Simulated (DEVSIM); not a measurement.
System: TaN/SiO2/p-Ge capacitor, at 300 K.

```
layer (left to right)  material  thickness (nm)  Na (cm⁻³)
---------------------  --------  --------------  ---------
1                          SiO2            3.70          -
2                            Ge           15000     1.5e15
```

Metal gate on the left, work function 4.4 eV. Fixed charge at the semiconductor interface -1.4e11 cm⁻² (in units of +e); no interface traps.

Constants are typed, rounded textbook-type inputs, not results; the design itself was drawn at random and stands for no fabricated device. Values at 300 K.

```
parameter      SiO2       Ge
-------------  ----  -------
gap (eV)          9    0.664
affinity (eV)   0.9        4
permittivity    3.9       16
Nc (cm⁻³)         -  1.04e19
Nv (cm⁻³)         -     6e18
```

Model (solved in DEVSIM): 1D Poisson equation in equilibrium, Boltzmann statistics, complete ionisation; no quantum confinement or tunnelling. Metal contacts follow the ideal Schottky-Mott rule: no Fermi-level pinning, no interface dipoles.

The SiO2 thickness was swept, all else fixed.

```tsv
SiO2 thickness (μm)	minimum of the low-frequency capacitance (μF/cm²)	capacitance of the dielectric stack (μF/cm²)	flat-band voltage (V)	threshold voltage (band bending 2φF) (V)
0.0015	0.0395	2.30	-0.04	0.19
0.002	0.0387	1.73	-0.04	0.19
0.0026	0.0379	1.33	-0.03	0.20
0.0031	0.0374	1.11	-0.03	0.20
0.0037	0.0370	0.933	-0.03	0.21
0.0044	0.0368	0.785	-0.02	0.22
```

From the first row to the last the minimum of the low-frequency capacitance goes from 0.0395 to 0.0368. From the first row to the last the capacitance of the dielectric stack goes from 2.30 to 0.785.
